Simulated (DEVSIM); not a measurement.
Device: Ti/SiO2/n-InP capacitor, at 400 K.

| layer (left to right) | material | thickness (nm) | Nd (cm⁻³) |
|---|---|---|---|
| 1 | SiO2 | 1.60 | - |
| 2 | InP | 1700 | 1.4e17 |

Metal gate on the left, work function 4.33 eV. Fixed charge at the semiconductor interface 8.4e10 cm⁻² (in units of +e); no interface traps.

This is a model device: material constants are rounded textbook-type values typed into the input, and sizes, dopings and lifetimes were drawn at random. Values at 300 K; Nc and Nv go as T^1.5, mobilities as T to minus their exponent, the gap by Varshni's rule with the affinity fixed.

| parameter | SiO2 | InP |
|---|---|---|
| gap (eV) | 9 | 1.344 |
| affinity (eV) | 0.9 | 4.38 |
| permittivity | 3.9 | 12.5 |
| Nc (cm⁻³) | - | 5.7e17 |
| Nv (cm⁻³) | - | 1.1e19 |
| Varshni α (eV/K) | - | 0.000363 |
| Varshni β (K) | - | 162 |

Model (solved in DEVSIM): 1D Poisson equation in equilibrium, Boltzmann statistics, complete ionisation; no quantum confinement or tunnelling. Metal contacts follow the ideal Schottky-Mott rule: no Fermi-level pinning, no interface dipoles.

Task: Tabulate band edges, carrier densities and field at -0.9 V on the gate.

Result: Energies count from the Fermi level of the right contact; mesh points crowd at the junctions.

```tsv
x (μm)	Ec (eV)	Ev (eV)	n (cm⁻³)	p (cm⁻³)	field (V/cm)
0.000	4.330	-4.670	< 1e2	< 1e2	-560000
0.0006528	4.293	-4.707	< 1e2	< 1e2	-560000
0.001186	4.263	-4.737	< 1e2	< 1e2	-560000
0.001911	0.755	-0.556	2.7e8	1.7e12	-160000
0.003989	0.721	-0.590	7.1e8	6.2e11	-160000
0.007193	0.671	-0.640	3.0e9	1.5e11	-150000
0.01329	0.582	-0.729	4.0e10	1.1e10	-140000
0.03143	0.361	-0.950	2.5e13	1.8e7	-100000
0.05940	0.151	-1.160	1.1e16	41000	-48000
0.1126	0.066	-1.246	1.3e17	3400	-1700
0.2139	0.063	-1.248	1.4e17	3200	≈ 0
0.5152	0.063	-1.248	1.4e17	3200	≈ 0
0.9594	0.063	-1.248	1.4e17	3200	≈ 0
1.312	0.063	-1.248	1.4e17	3200	≈ 0
1.535	0.063	-1.248	1.4e17	3200	≈ 0
1.615	0.063	-1.248	1.4e17	3200	≈ 0
1.658	0.063	-1.248	1.4e17	3200	≈ 0
1.679	0.063	-1.248	1.4e17	3200	≈ 0
1.693	0.063	-1.248	1.4e17	3200	≈ 0
1.698	0.063	-1.248	1.4e17	3200	≈ 0
1.700	0.063	-1.248	1.4e17	3200	≈ 0
1.702	0.063	-1.248	1.4e17	3200	≈ 0
```
